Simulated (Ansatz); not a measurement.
We consider BGe2P (model structure, started from the BC2N type, R3m, No. 160, 4 atoms in the cell), described by PBE (Ansatz, a program for electronic structure, plane waves, PAW).

Run with plane-wave cutoff 520 eV, 18×18×18 k mesh, Fermi–Dirac smearing 0.05 eV, scalar-relativistic PAW data made under PBE.

Cell (relaxed at this level):

Space group R3m, hexagonal axes (No. 160); a = b = 3.625 Å, c = 18.181 Å, α = β = 90.00°, γ = 120.00°

```
atom  site  symmetry       x       y       z
----  ----  --------  ------  ------  ------
B       3a        3m  0.0000  0.0000  0.0001
P       3a        3m  0.0000  0.0000  0.1076
Ge      3a        3m  0.0000  0.0000  0.5019
Ge      3a        3m  0.0000  0.0000  0.6405
```
(The calculation used a cell of 4 atoms; values per cell refer to that cell.)

Predict the bulk modulus B0.


- bulk modulus B0 = 90.3 GPa

The run finds no gap.

Note: the bulk modulus is −V dP/dV from two relaxed cells at ±2 % in volume; the relaxation could raise the start's symmetry but not lower it, so the cell can be a saddle point.

The computed numbers hold no vibrational or temperature effects.

Computing time: roughly 24 core-minutes.

A model structure was made by putting elements into a prototype or built by hand; it is no filed structure, need not be a known phase, and can be a saddle point held by its symmetry.
